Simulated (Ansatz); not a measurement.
A computed series for ZnS: carrier doping

The reference is ZnS in the zinc blende structure (space group F-43m, No. 216).

```
ZnS
1.0
    0.00000     2.72172     2.72172
    2.72172     0.00000     2.72172
    2.72172     2.72172     0.00000
S Zn
1 1
Cartesian
  4.08258   4.08258   4.08258
  0.00000   0.00000   0.00000
```

Carriers are added at fixed cell with a uniform background; the Fermi–Dirac width is that of 300 K.

Levels (all Ansatz, a program for electronic structure, PAW): PBE (420 eV, scalar-relativistic without spin-orbit coupling); PBEsol (420 eV, spin-orbit coupling left out).

The base cell above is that of PBE; each level relaxes its own structures.

| case | shift of the gap caused by the change, PBE | shift of the gap caused by the change, PBEsol |
|---|---|---|
| electrons 7.0×10^20 cm⁻³ | -0.02 eV | -0.01 eV |
| electrons 1.5×10^21 cm⁻³ | -0.03 eV | -0.03 eV |
| electrons 5.0×10^21 cm⁻³ | -0.10 eV | -0.08 eV |
| electrons 7.0×10^21 cm⁻³ | -0.13 eV | -0.11 eV |
| holes 7.0×10^20 cm⁻³ | +0.02 eV | +0.02 eV |
| holes 1.5×10^21 cm⁻³ | +0.04 eV | +0.04 eV |
| holes 5.0×10^21 cm⁻³ | +0.15 eV | +0.14 eV |
| holes 7.0×10^21 cm⁻³ | +0.20 eV | +0.19 eV |

The two levels differ by at most about 0.03 eV. They put the cases in the same order.

Charged cell with a jellium background: band edges are those of the host's band count, energies are not comparable with the neutral cell, and many-body gap narrowing is missing. Gaps are Kohn–Sham eigenvalue differences; semilocal functionals usually give less than the measured gap. Whether these cells are dynamically stable was not tested.
